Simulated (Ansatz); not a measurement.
The starting structures come from a database of crystals and need not be the phases stable at ambient conditions.

 Where the default PAW files enter, the runs use the earlier of Ansatz's two default sets.

Data:

```
ZnF2
1.0
    5.20989     0.00000     0.00000
    0.00000     5.74371     0.00000
    0.00000     0.00000     4.71526
Zn F
4 8
Direct
  0.25000   0.66196   0.50000
  0.75000   0.33804   0.50000
  0.75000   0.83804   0.00000
  0.25000   0.16196   0.00000
  0.91995   0.61232   0.73160
  0.08005   0.38768   0.26840
  0.41995   0.88768   0.76840
  0.58005   0.11232   0.23160
  0.08005   0.88768   0.23160
  0.91995   0.11232   0.76840
  0.58005   0.61232   0.26840
  0.41995   0.38768   0.73160
```

Space group of this cell: Pbcn. The cell was relaxed by PBE-D3(BJ); by r2SCAN its mean pressure is -4.2 GPa.

Transport runs along the normal of the first two printed cell vectors.

The gap is the functional's own, uncorrected, and κ follows it; spin-orbit coupling is left out. Mid-gap values are interpolated between the computed energies.

**Question.** State the band gap and the smallest decay constant κ at mid-gap according to r2SCAN in Ansatz (a quantum-chemistry and plane-wave program).

**Answer.** Gap 4.34 eV on a 6×6×6 mesh; κ = 0.410 1/Å, at the zone centre.
